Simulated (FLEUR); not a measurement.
Band structure of LaSi2Ru3 (P6/mmm, 6 atoms in the cell).

```xyz
6
Lattice="5.7500 0.0000 0.0000 -2.8750 4.9796 0.0000 0.0000 0.0000 3.4626" Properties=species:S:1:pos:R:3 pbc="T T T"
La     0.0000     0.0000     0.0000
Si     0.0000     3.3198     0.0000
Si     2.8750     1.6599     0.0000
Ru    -1.4375     2.4898     1.7313
Ru     2.8750     0.0000     1.7313
Ru     1.4375     2.4898     1.7313
```

Method of the run: FLEUR with PBEsol, all-electron FLAPW (FLEUR), scalar-relativistic valence.

Settings: Kmax = 3.9 1/bohr; GmaxXC = 13.7 1/bohr; xcFunctional = PBEs; jspins = 1; l_soc = F; mode = hist; fermiSmearingEnergy = 0.00367493 Htr; mesh (inpgen div1-3) = 5 5 7; inpgen gamma flag = false; Gmax = 13.7 1/bohr; numbands = 0; maxIterBroyd = 15; imix = Anderson; alpha = 0.05.

The starting cell comes from a database of computed structures (which also holds hypothetical and non-ambient phases and stackings), without a prior relaxation at this level. Its lattice was rescaled by a random factor within 2.5 % of one. Spin polarisation is off. Values depend on the basis (sphere radii, cutoffs, local orbitals), which need not be converged.

Levels in eV from the Fermi level, bands 28 to 35:
```csv
point,28,29,30,31,32,33,34,35
Γ,-0.42,-0.10,-0.10,0.13,1.07,1.56,1.67,2.50
M,-1.22,-1.11,-0.18,-0.17,0.92,1.80,2.51,2.60
K,-1.24,-0.78,-0.78,-0.16,0.93,2.01,2.01,2.77
A,-0.56,-0.28,-0.28,-0.20,-0.20,0.17,0.17,1.70
L,-0.89,-0.46,-0.34,-0.13,-0.05,0.05,2.16,2.28
H,-0.78,-0.39,-0.34,-0.34,-0.05,0.15,1.24,2.78
```
